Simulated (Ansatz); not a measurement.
# Sr(OH)₂ (Pnma, No. 62; cell taken from a computed entry)

Computed with HSE06 (Ansatz, an electronic-structure program, plane waves, PAW).

Run with plane-wave cutoff 500 eV, 2×6×4 k mesh (along the axes of the cell as run), gaussian smearing 0.02 eV, scalar-relativistic PAW data made under PBE.

Cell (relaxed with r²SCAN):

```cif
data_H8O8Sr4
_chemical_formula_sum 'Sr4 H8 O8'
_space_group_name_H-M_alt 'P 1'
_space_group_IT_number 1
_cell_length_a 9.83510
_cell_length_b 3.91460
_cell_length_c 6.04096
_cell_angle_alpha 90.000
_cell_angle_beta 90.000
_cell_angle_gamma 90.000
loop_
_space_group_symop_operation_xyz
  'x, y, z'
loop_
_atom_site_label
_atom_site_type_symbol
_atom_site_fract_x
_atom_site_fract_y
_atom_site_fract_z
_atom_site_occupancy
Sr1 Sr 0.33996 0.75000 0.60211 1
Sr2 Sr 0.66004 0.25000 0.39789 1
Sr3 Sr 0.16004 0.25000 0.10211 1
Sr4 Sr 0.83996 0.75000 0.89789 1
H1 H 0.02822 0.75000 0.37230 1
H2 H 0.97178 0.25000 0.62770 1
H3 H 0.47178 0.25000 0.87230 1
H4 H 0.52822 0.75000 0.12770 1
H5 H 0.40913 0.25000 0.18862 1
H6 H 0.59087 0.75000 0.81138 1
H7 H 0.09087 0.75000 0.68862 1
H8 H 0.90913 0.25000 0.31138 1
O1 O 0.62621 0.75000 0.12908 1
O2 O 0.37379 0.25000 0.87092 1
O3 O 0.87379 0.25000 0.62908 1
O4 O 0.12621 0.75000 0.37092 1
O5 O 0.39389 0.25000 0.34749 1
O6 O 0.60611 0.75000 0.65251 1
O7 O 0.10611 0.75000 0.84749 1
O8 O 0.89389 0.25000 0.15251 1
```

```json
{
  "band_gap": "5.92 eV (on the SCF k mesh)"
}
```

Note: cell and atoms aren't relaxed at this level (largest force component 0.21 eV/Å).

Spin–orbit coupling is not included.

Computed values are for the static lattice.

It cost roughly 10 core-minutes of CPU time.
